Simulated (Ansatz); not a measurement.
A zone-centre phonon calculation of Ag2S (Fm-3m, 3 atoms in the cell) with Ansatz (a quantum-chemistry and plane-wave program).

Computed with LDA (PW92), default PAW files made with PBE (plane waves; Ansatz).

```
CELL_PARAMETERS angstrom
      0.00000     3.10837     3.10837
      3.10837     0.00000     3.10837
      3.10837     3.10837     0.00000
ATOMIC_POSITIONS crystal
  Ag 0.75000 0.75000 0.75000
  Ag 0.25000 0.25000 0.25000
  S  0.00000 0.00000 0.00000
```

Reference input (self-consistent single point, DFT, LDA (PW92), plane waves, default PAW files made with PBE): basis.ecutwfc = 420 eV; kpoints.mp_grid.grid = 9 9 9; hamiltonian.xc = lda; hamiltonian.pseudopotentials = {kind: paw} (the program's default PAW files); scf.occupations.method = fermi_dirac; scf.occupations.width = 0.1 eV. This run's input differs from it in these lines:

Ansatz 0.2 input:
```diff
@@ -13,3 +13,3 @@
 kpoints:
-  mp_grid: { grid: [9, 9, 9] }
+  mp_grid: { grid: [12, 12, 12] }
 hamiltonian:
@@ -19,6 +19,5 @@
   occupations: { method: fermi_dirac, width: 0.1 }
-output:
-  forces: true
-  eigenvalues: true
-  stress: true
+phonons:
+  method: dfpt
+  qmesh: [1, 1, 1]
```

Log, with long lists cut:

```
SCF iter   1: F=—  HF=-15785.561189 eV  |F-HF|=—  |Δ(HF+E_count)|=         —  Δρ=1.20e-2  dr2=8.61e-2  ethr=1.77e-3  ⟨swp⟩=5.0  Hψ=16472  notcnv=0
all-band conjugate gradients solve this SCF's bands
preconditioner: auto → Kerker (q_TF=auto, 2.590 Å⁻¹)
SCF iter   2: F=—  HF=-15785.540213 eV  |F-HF|=—  |Δ(HF+E_count)|=   2.10e-2  Δρ=4.93e-3  dr2=1.67e-2  ethr=1.96e-4  ⟨swp⟩=2.0  Hψ=7819  notcnv=0
   [... lines left out ...]
SCF iter   7: F=—  HF=-15785.535086 eV  |F-HF|=—  |Δ(HF+E_count)|=   3.83e-6  Δρ=1.65e-5  dr2=1.13e-7  ethr=5.63e-9  ⟨swp⟩=2.0  Hψ=5948  notcnv=0
SCF iter   8: F=—  HF=-15785.535086 eV  |F-HF|=—  |Δ(HF+E_count)|=   8.53e-9  Δρ=2.93e-6  dr2=4.20e-9  ethr=2.58e-10  ⟨swp⟩=2.3  Hψ=7091  notcnv=0
SCF iter   9: F=—  HF=-15785.535086 eV  |F-HF|=—  |Δ(HF+E_count)|=  1.86e-10  Δρ=2.49e-7  dr2=2.15e-11  ethr=9.55e-12  ⟨swp⟩=2.0  Hψ=6583  notcnv=0
SCF iter  10: F=-15785.535086 eV  HF=-15785.535086 eV  |F-HF|=3.64e-12  |Δ(HF+E_count)|=  1.46e-11  Δρ=5.55e-8  dr2=1.00e-12  ethr=1.00e-12  ⟨swp⟩=5.3  Hψ=18232  notcnv=0
SCF 1 converged in 10 iterations: F = -15785.535086 eV  dr2 = 1.00e-12
DFPT response loops at Γ: preconditioner auto → Kerker (q_TF=auto, 2.590 Å⁻¹) (partly filled bands, converged f_vac=0.062) …
   [... lines left out ...]
WARN: on the 17×17×17 q-mesh 495 entries of the irreducible table, 3.000e0 modes per cell, the lowest at -96.19 cm⁻¹, stand at or below zero and are read as no …
Free energy (F): -15785.535086 eV
Fermi energy:    11.099212 eV
   [... lines left out ...]
  largest difference from the sums on the solved wave vectors: F 1.01e0 eV, S 1.27e-3 and C_V 2.79e-4 eV/K
  zero-point energy: 0.011335 eV/cell   skipped modes (ω ≤ 0): 498, of them read as no rigid motion or as one in doubt …
```

The run converged in 10 iterations. 

Summary of the result:
```
Item                                                                                  Result
--------------------------------------------------------  ----------------------------------
Free energy E − TS (on the zero of these files)                               -15785.5351 eV
Fermi level (on the code's own zero)                                                11.10 eV
Zone-centre frequencies (cm⁻¹; negative means imaginary)  -96, -96, -96, 0, 0, 0, 55, 55, 55
```

The starting cell comes from a database of computed structures (which also holds hypothetical and non-ambient phases and stackings), without a prior relaxation at this level. Its lattice was rescaled by up to half a per cent.

Cost on one core of a shared machine: roughly 80 s.
